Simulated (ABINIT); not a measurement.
Band structure of TiS (P-6m2, 2 atoms in the cell).

```xyz
2
Lattice="3.2672 0.0000 0.0000 -1.6336 2.8295 0.0000 0.0000 0.0000 3.2171" Properties=species:S:1:pos:R:3 pbc="T T T"
Ti     1.6336     0.9431     0.0000
S      0.0000     0.0000     1.6085
```

Method of the run: PBEsol, PAW (JTH v2.0 PBE PAW, files made for PBE) (plane waves; ABINIT).

Settings: pseudos = [Ti.GGA_PBE-JTH.xml, S.GGA_PBE-JTH.xml]; ecut = 30 Ha; pawecutdg = 60 Ha; pawxcdev = 0; ixc = -116133; occopt = 7; tsmear = 0.00734986 Ha; ngkpt = 12 12 10; nshiftk = 1; shiftk = 0 0 0; potentials = JTH v2.0 PBE PAW; kptopt = 1; nstep = 50.

The starting cell comes from a database of computed structures (which also holds hypothetical and non-ambient phases and stackings), without a prior relaxation at this level. Spin polarisation is off, so a magnetic state, if there is one, cannot be reached. The potentials were made for another functional than the one used.

Levels in eV from the Fermi level, bands 6 to 13:
| point | 6 | 7 | 8 | 9 | 10 | 11 | 12 | 13 |
|---|---|---|---|---|---|---|---|---|
| Γ | -3.13 | -3.13 | -2.70 | -2.15 | 1.30 | 1.30 | 2.64 | 2.64 |
| M | -7.49 | -3.72 | -2.99 | -1.85 | 0.82 | 2.15 | 2.25 | 3.23 |
| K | -6.54 | -5.88 | -3.67 | 0.03 | 0.59 | 1.13 | 1.27 | 4.35 |
| A | -7.92 | -2.59 | -2.59 | -0.06 | -0.06 | 1.73 | 1.86 | 1.86 |
| L | -6.33 | -6.20 | -4.21 | -0.62 | 2.03 | 2.27 | 2.41 | 4.23 |
| H | -6.43 | -6.15 | -4.75 | -0.14 | 2.10 | 2.35 | 3.28 | 4.19 |

Bands cross the Fermi level along this path, so the cell is metallic at this level.
